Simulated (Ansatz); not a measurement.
Consider BN in the wurtzite structure (space group P6_3mc, No. 186).

```yaml
crystal:
  lattice:
    - [2.52320, 0.00000, 0.00000]
    - [-1.26160, 2.18516, 0.00000]
    - [0.00000, 0.00000, 4.17514]
  atoms:
    - { symbol: B, position: [0.33333, 0.66667, 0.00030] }
    - { symbol: B, position: [0.66667, 0.33333, 0.50030] }
    - { symbol: N, position: [0.33333, 0.66667, 0.37470] }
    - { symbol: N, position: [0.66667, 0.33333, 0.87470] }
```

Cartesian axes are those of the cell as printed.

All numbers come from Kohn–Sham DFT with the LDA functional, run in Ansatz (an electronic-structure program) with PAW and 420 eV plane waves, spin-orbit coupling left out.

Base values:

| Property | Value |
|---|---|
| Pressure | 0.00 GPa |
| Electron mass | 0.30 mₑ along c, 0.50 mₑ across (at K) |
| Shortest interatomic distance | 1.548 Å |
| Band gap | 4.93 eV |

It is then changed as follows: the cell is compressed by 1.20 % along z with no lateral relaxation, atoms relaxed at fixed cell.

Problem. Predict the new pressure.

Solution. The pressure (mean of the normal stresses, compression positive) goes from zero to 5.09 GPa.

Problem. How does this affect the energy relative to the base?

Solution. The energy grows by 2.9 meV/atom.

Problem. Predict the new electron mass.

Solution. The electron mass becomes 0.30 mₑ along z, 0.50 mₑ across (at K) (base: 0.30 mₑ along c, 0.50 mₑ across (at K)).

Problem. What happens to the shortest interatomic distance?

Solution. The shortest interatomic distance drops by 0.0027 Å (1.548 Å → 1.546 Å).

Problem. What happens to the band gap?

Solution. The band gap increases by 0.04 eV, from 4.93 eV to 4.97 eV.

The cells carry an imposed strain or load. Effective masses come from finite differences of ±0.01 Å⁻¹. Stability against distortions was not tested.
